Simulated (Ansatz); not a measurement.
The slab is Si(111) 1x1 surface, 6 top atoms, 3 bilayers, bottom bilayer H-capped and fixed, every top atom capped by H; cell 11.5 x 6.6 Å; two neighbouring H replaced by OH; about 7 Å thick over the host's atoms, 18 atoms held. Computed with PBE-D3(BJ) (plane waves to 420 eV, PAW; Ansatz, a quantum-chemistry and plane-wave program). Sampling: 1x2x1 k points. The slab states were run without spin polarisation. Slab thickness, cell and mesh are as stated and are not converged limits. Each barrier is the saddle point's height over the relaxed start (climbing-image NEB, finished by a saddle search where needed); no vibrational corrections are included. The saddle order is not shown. The ends were relaxed from one prepared geometry each.

The reaction: SiH2Cl2 exchanges a ligand with a surface O-H group and HCl forms. Bonds to break: O(46)-H(47), Si(a0)-Cl(a1). Bonds to form or keep: O(46)-Si(a0), H(47)-Cl(a1).

Relaxed start, atoms near the reaction:

```csv
atom,x (Å),y (Å),z (Å)
Si(1),1.921,3.354,9.519
Si(15),3.817,6.657,9.475
Si(16),5.736,3.360,9.562
Si(17),5.756,1.136,8.794
Si(18),3.833,4.440,8.727
H(29),3.746,6.612,10.973
Si(30),7.690,6.652,9.497
Si(33),7.657,4.436,8.747
H(44),7.768,6.628,10.996
H(45),9.590,3.337,11.007
O(46),5.729,3.324,11.239
H(47),5.382,4.099,11.720
O(48),2.033,3.424,11.195
Si(a0),5.082,7.517,13.038
Cl(a1),4.634,5.560,13.601
Cl(a2),6.062,8.439,14.590
H(a3),3.805,8.225,12.792
H(a4),6.000,7.395,11.891
```

Question: What does the calculation give for this step?

Answer: Barrier 0.44 eV forward and 0.59 eV back, reaction energy -0.15 eV (the top comes from a saddle search started at the highest image of an unfinished band).

Question: How long are the bonds that change, at the top of the path?

Answer: 
```json
[
 {"pair": "O(46)-H(47)", "start (Å)": "0.98", "top (Å)": "1.08", "end (Å)": "1.95"},
 {"pair": "O(46)-Si(a0)", "start (Å)": "3.11", "top (Å)": "1.84", "end (Å)": "1.66"},
 {"pair": "H(47)-Cl(a1)", "start (Å)": "2.50", "top (Å)": "1.82", "end (Å)": "1.31"},
 {"pair": "Si(a0)-Cl(a1)", "start (Å)": "2.08", "top (Å)": "2.72", "end (Å)": "3.74"}
]
```
